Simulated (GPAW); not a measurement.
Parameter sweep on TaAg7S6 (P1, 14 atoms in the cell)

```
TaAg7S6
1.0
    7.55347     0.00000     0.00000
   -3.62633     6.71678     0.00000
   -3.57395    -2.32454     6.33665
Ta Ag S
1 7 6
Direct
  0.98365   0.48624   0.50541
  0.88558   0.26219   0.88306
  0.45374   0.19450   0.08769
  0.06359   0.71828   0.06468
  0.61646   0.61939   0.67560
  0.08417   0.18434   0.30164
  0.09262   0.97118   0.61952
  0.41955   0.01742   0.48554
  0.00604   0.00348   0.96366
  0.52139   0.28588   0.77860
  0.74837   0.11404   0.36984
  0.72917   0.60018   0.38607
  0.21570   0.59796   0.86471
  0.24198   0.61292   0.38598
```

Base run A: LDA (Perdew-Wang 92), GPAW PAW datasets LDA (gpaw-data 1.0.1) in GPAW 25.7.0, self-consistent single point.

Its settings: mode = pw; ecut = 550 eV; xc = LDA; kpts = 3 2 2; mesh shift (steps) = 0 0 0; occupations.name = methfessel-paxton; occupations.width = 0.05 eV; occupations.order = 0; nbands = -8; convergence.density = 1e-05 e/electron; convergence.bands = -6; symmetry.symmorphic = false; symmetry.tolerance = 0.0005; maxiter = 150.

The starting cell comes from a database of computed structures (which also holds hypothetical and non-ambient phases and stackings), without a prior relaxation at this level. Its lattice was rescaled by a random factor within 2.5 % of one. Spin-orbit coupling is off. Spin polarisation is off. In the base run, with a pressure of about -7 GPa the cell is away from its equilibrium volume at this level.

Total energies depend on the potentials, the functional and any Hubbard or dispersion term, so they are compared only between runs that share all of them.

Runs:
- B: setups: default → {Ta: :d,1.0} [LDA (Perdew-Wang 92)+U]
- C: setups: default → {Ta: :d,2.0} [LDA (Perdew-Wang 92)+U]
- D: setups: default → {Ta: :d,3.0} [LDA (Perdew-Wang 92)+U]
- E: setups: default → {Ta: :d,4.0} [LDA (Perdew-Wang 92)+U]
- F: setups: default → {Ta: :d,5.0} [LDA (Perdew-Wang 92)+U]
- G: setups: default → {Ta: :d,6.0} [LDA (Perdew-Wang 92)+U]
- H: setups: default → {Ta: :d,7.0} [LDA (Perdew-Wang 92)+U]
- I: setups: default → {Ta: :d,8.0} [LDA (Perdew-Wang 92)+U]

```json
[
 {"run": "A", "pressure (GPa)": "-7.34", "largest force (eV/Å)": "0.712", "gap on the mesh (eV)": "0.135"},
 {"run": "B", "pressure (GPa)": "-7.19", "largest force (eV/Å)": "0.640", "gap on the mesh (eV)": "0.137"},
 {"run": "C", "pressure (GPa)": "…", "largest force (eV/Å)": "0.572", "gap on the mesh (eV)": "0.140"},
 {"run": "D", "pressure (GPa)": "…", "largest force (eV/Å)": "0.511", "gap on the mesh (eV)": "0.142"},
 {"run": "E", "pressure (GPa)": "-6.69", "largest force (eV/Å)": "0.467", "gap on the mesh (eV)": "0.144"},
 {"run": "F", "pressure (GPa)": "-6.51", "largest force (eV/Å)": "0.442", "gap on the mesh (eV)": "0.146"},
 {"run": "G", "pressure (GPa)": "…", "largest force (eV/Å)": "0.442", "gap on the mesh (eV)": "0.147"},
 {"run": "H", "pressure (GPa)": "-6.13", "largest force (eV/Å)": "0.500", "gap on the mesh (eV)": "0.148"},
 {"run": "I", "pressure (GPa)": "-5.93", "largest force (eV/Å)": "0.652", "gap on the mesh (eV)": "0.147"}
]
```

Task: Complete the blanks.

Result: 
- C, pressure (GPa): -7.03
- D, pressure (GPa): -6.86
- G, pressure (GPa): -6.32
